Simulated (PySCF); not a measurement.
PySCF 2.14.0, TPSSH/def2-svpd, df: W(O)(Cl)3 ([O]=[W+]([Cl])([Cl])[Cl]), charge +1, multiplicity 1, 5 atoms. The geometry is a generated start, not checked to be a minimum at this level.

```
Item                                                Result
-------------------------  -------------------------------
task                                                energy
method                                               tpssh
basis                                            def2-svpd
two-electron scheme                        density fitting
mol.max_memory                                     3000 MB
mf.max_cycle                                           100
mf.init_guess                              minao (default)
mf.DIIS                                    CDIIS (default)
mf.conv_tol                                1e-09 (default)
mf.grids.level                                 3 (default)
effective core potentials  those of the basis set, past Kr
basis functions                                        139
grid points                                          95032
```

```xyz
5

W      0.0887    -0.0400    -0.0436
O      1.4827    -0.6505    -0.7164
Cl     0.5188     0.9012     1.8059
Cl    -0.7845     1.3886    -1.3467
Cl    -1.3058    -1.5993     0.3008
```

Charge 1 and multiplicity 1 are set for this test and not shown to be the ground state.

One run each on 2 threads, 1 BLAS thread. Values of diis_space tried: 3, 5, 8 (default), 12, 20.

Q: Predict the course of the Fock builds along this series.

A: Fewest Fock builds, within one of each other: 5 with 15, 8 (default) with 15, 12 with 15, 20 with 15. The count rises to 52 at 3. All converge to one solution.

| diis_space | Fock builds | end |
|---|---|---|
| 3 | 52 | same solution |
| 5 | 15 | same solution |
| 8 (default) | 15 | same solution |
| 12 | 15 | same solution |
| 20 | 15 | same solution |
